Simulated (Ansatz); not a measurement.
Take LiF in the rock salt structure (space group Fm-3m, No. 225; a = 4.008 Å) as the base.

Level of theory: DFT with PBEsol, PAW potentials and a 420 eV plane-wave cutoff in Ansatz (an electronic-structure program), no SOC.

Strains are applied to the cell and any free atomic positions relax.

One change was made to it. Results:

```csv
quantity,base,after
pressure,-0.01 GPa,-1.05 GPa
energy relative to the base (free energy F),0 meV/atom,+0.4 meV/atom
electron mass,0.88 mₑ (at Γ),0.88 mₑ (at Γ)
gap character,direct at Γ,direct at Γ
```

Task: Name the change that was made.
(A) isotropic strain +1.00 %
(B) isotropic strain −1.00 %
(C) isotropic strain +0.50 %

Result: C, isotropic strain +0.50 %. For comparison, the energy relative to the base in the other runs: isotropic strain +1.00 % gives +1.6 meV/atom; isotropic strain −1.00 % gives +1.7 meV/atom.

Masses are band curvatures over ±0.01 Å⁻¹ around the edge. Whether these cells are dynamically stable was not tested.
